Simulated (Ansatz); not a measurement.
The parent structure is HfO2 (space group P4_2/nmc, No. 137; a = 3.577 Å, c = 5.204 Å).

Structures relaxed with Ansatz (an electronic-structure program), r2SCAN, PAW, cutoff 500 eV, scalar-relativistic without spin-orbit coupling, earlier PAW set.

Base:

Simulated powder pattern, Co Kα, λ = 1.79026 Å (kinematic, ideal powder, no thermal factors, no anomalous dispersion; the 10 strongest lines at most, above 2 %, up to 2θ = 90°):

```csv
2θ (°),I/Imax (%),hkl
35.36,100,(101)
40.25,13,(002)
41.45,22,(110)
59.15,31,(112)
60.07,16,(200)
69.99,15,(103)
71.66,29,(211)
74.79,10,(202)
86.96,2.4,(004)
```

One thing is altered: every Hf is replaced by Tl, then cell and atoms are relaxed.

**Question.** How do the reflections move or split?

**Answer.** 
Simulated powder pattern, Co Kα, λ = 1.79026 Å (kinematic, ideal powder, no thermal factors, no anomalous dispersion; the 10 strongest lines at most, above 2 %, up to 2θ = 90°):

| 2θ (°) | I/Imax (%) | hkl |
|---|---|---|
| 33.88 | 100 | (101) |
| 36.38 | 29 | (110) |
| 44.72 | 8.5 | (002) |
| 52.39 | 20 | (200) |
| 58.96 | 29 | (112) |
| 63.87 | 35 | (211) |
| 71.29 | 9.9 | (202) |
| 75.44 | 11 | (103) |
| 77.26 | 6.7 | (220) |
| 87.09 | 8.2 | (301) |

The indices refer to each structure's own conventional cell; one index is shown for lines that coincide. The space group is now I4/mmm (No. 139).

No phonon test of stability was made. As relaxed here, TlO2 is a hypothetical phase, not in the database extracts checked. All final runs are without spin polarisation. An odd electron count without spin: TlO2. This is not the structure that HfO2 has at room temperature and ambient pressure.
